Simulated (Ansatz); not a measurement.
Results of PBEsol in Ansatz (PAW) for C11b MoSi₂.

Numerical settings: plane-wave cutoff 520 eV, 24×24×24 k mesh, Fermi–Dirac smearing 0.05 eV, no spin polarisation, scalar-relativistic PAW data made under PBE.

The cell is scaled about its equilibrium volume:

Shape and atoms are relaxed at each volume.

```
V (Å³/atom)  P (GPa)  c (Å)  a (Å)
-----------  -------  -----  -----
12.735          9.76  7.730  3.144
13.001          4.61  7.775  3.167
13.266          0.00  7.820  3.190
13.531         -4.15  7.865  3.213
13.797         -7.86  7.910  3.235
```

Note: the bulk modulus comes from volumes at which shape and atoms were relaxed.

Ansatz is an electronic-structure program.
